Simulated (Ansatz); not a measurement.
Input:

Host crystal: corundum, with a band gap (PBE, scalar-relativistic without spin-orbit coupling).

End structure of NH2 on the 1x1 (0001) surface of corundum (cut with top plane Al), one in a 1x1 cell, started at the site 'hollow Al-O-O-O over O at depth 2.3 Å #2':

```
CELL_PARAMETERS angstrom
      4.80875     0.00000     0.00000
     -2.40438     4.16450     0.00000
      0.00000     0.00000    27.50000
ATOMIC_POSITIONS crystal
  Al 0.66667 0.33333 0.37743
  O  0.65631 0.68187 0.38078
  O  0.31813 0.97443 0.38078
  O  0.02557 0.34369 0.38078
  Al 0.00000 0.00000 0.41229
  Al 0.33333 0.66667 0.42276
  O  0.31288 0.31024 0.45957
  O  0.99736 0.68712 0.45957
  O  0.68976 0.00264 0.45957
  Al 0.66703 0.33477 0.49218
  Al 0.99784 0.99758 0.50858
  O  0.97734 0.33196 0.53964
  O  0.66589 0.63861 0.53975
  O  0.35615 0.01858 0.53996
  Al 0.33407 0.66171 0.57699
  Al 0.67715 0.32334 0.58717
  O  0.64457 0.97437 0.61879
  O  0.33334 0.32709 0.61512
  O  0.00847 0.64153 0.61985
  Al 0.99333 0.98064 0.63850
  N  0.07638 0.07898 0.70500
  H  0.25579 0.06595 0.72272
  H  0.05237 0.26066 0.71973
```

Model: 23-atom slab, 6.7 Å thick at the start under the adsorbate (thin: gaps and levels are the slab's own), 6x6x1 mesh, Fermi-Dirac 0.01 eV, dipole correction, single point; no symmetry held, on the structure that PBE left; spin-polarised, ending with about 1.0 μB a cell; orders that need a larger cell were not tried, no spin-orbit, no U, no dispersion correction. The program's check for a lower electronic state was not made. At the end it is bonded to Al. In PBE it is, or lies within 0.03 eV of, the lowest of the starts that converged; the order may differ at this level.

A negative adsorption energy means that the adsorbate is more stable on the surface than in its reference.

Q: Give the highest filled level below the top vacuum level at the level r2SCAN, at the PBE geometry and the start's symmetry run with Ansatz (a first-principles code).

A: 4.81 eV

Q: Predict the change of the step from the bottom to the top vacuum level, against the clean slab from r2SCAN, at the PBE geometry and the start's symmetry.

A: -2.01 eV

Q: Predict the adsorption energy against NH3(g) − ½ H2(g) at the same level from r2SCAN, at the PBE geometry and the start's symmetry.

A: 1.07 eV

Q: Give the gap of the slab on its k-mesh at the level r2SCAN, at the PBE geometry and the start's symmetry.

A: 0.33 eV
